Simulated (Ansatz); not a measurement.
Functionals compared on OH on the 1x1 (0001) surface of hcp Ti, one in a 2x2 cell, started at the site 'hollow Ti-Ti-Ti', in Ansatz (plane waves, PAW). The structure was relaxed with PBE; the other rows are single points on it, each with its references at the same level. Cutoff 420 eV (500 eV for r2SCAN).

Model: 18-atom slab, 6.8 Å thick at the start under the adsorbate (thin: gaps and levels are the slab's own), 6x6x1 mesh, Fermi-Dirac 0.1 eV, dipole correction, 8 atoms held, the rest relaxed; no symmetry held; no spin, no spin-orbit, no U, no dispersion correction. At the end it is bonded to 3 Ti. In PBE it is, or lies within 0.03 eV of, the lowest of the starts that converged. These notes are the PBE run's. Adsorption energies are against H2O(g) − ½ H2(g). A negative adsorption energy means that the adsorbate is more stable on the surface than in its reference.

```tsv
functional	adsorption energy (eV)	work function of the top face (eV)	change of the work function (eV)	rough cost of the single point
PBE	-2.52	3.12	-1.27	–
RPBE	___	___	___	about 110 core-seconds (a rough figure)
r2SCAN	-3.00	3.18	-1.34	about 4 core-minutes (a rough figure)
```

Problem. Fill in the missing entries.

Solution. 
- RPBE, adsorption energy (eV): -2.29
- RPBE, work function of the top face (eV): 3.02
- RPBE, change of the work function (eV): -1.27

Ansatz is a program for electronic structure.
